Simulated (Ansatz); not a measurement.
An Ansatz (an electronic-structure program) input (Ansatz, r2SCAN, PAW, cutoff 500 eV, no spin-orbit coupling, earlier PAW set):

Ansatz 0.2 input:
```yaml
crystal:
  lattice:
    - [2.9700354274, 0, 0]
    - [1.4850177137, 2.5721261303, 0]
    - [0, 0, 10.2536931011]
  atoms:
    - { symbol: Si, position: [0, 0, 0.0003002686] }
    - { symbol: Si, position: [0, 0, 0.5003002686] }
    - { symbol: Si, position: [0.6666666667, 0.6666666667, 0.7502448816] }
    - { symbol: Si, position: [0.3333333333, 0.3333333333, 0.2502448816] }
    - { symbol: C, position: [0, 0, 0.8128722232] }
    - { symbol: C, position: [0, 0, 0.3128722232] }
    - { symbol: C, position: [0.6666666667, 0.6666666667, 0.5622126267] }
    - { symbol: C, position: [0.3333333333, 0.3333333333, 0.0622126267] }
basis: { ecutwfc: 500, ecutrho_ratio: 4, xc_grid: 4, fft_grid_basis: typed }
kpoints: { mp_grid: { grid: [12, 12, 4] } }
hamiltonian:
  xc: r2scan
  dispersion: none
  pseudopotentials: { azcp: { folder: ./paw }, kind: paw }
scf: { occupations: { method: fermi_dirac, width: 0.05 } }
relax: { f_tol: 0.005, max_steps: 50, cell: { stress_tol: 0.01, fix: [a, b, gamma] } }
output: { forces: true, stress: true }
checkpoint: { write: state.ck, write_every: 1000 }
```

Q: Which symmetry and how many k-points will the program report, and about how many plane waves at Γ?

A: Space group P63mc (ITA 186) with 12 operations, k-points 57 of 576, and 1993 plane waves at Γ.

Q: And the final pressure?

A: 16.92 GPa (compression positive).

The cells carry an imposed strain or load. Whether these cells are dynamically stable was not tested. The cell was made from SiC (space group P6_3mc, No. 186) by this change: biaxial strain −3.50 %, plane normal [001], relaxed out of plane.
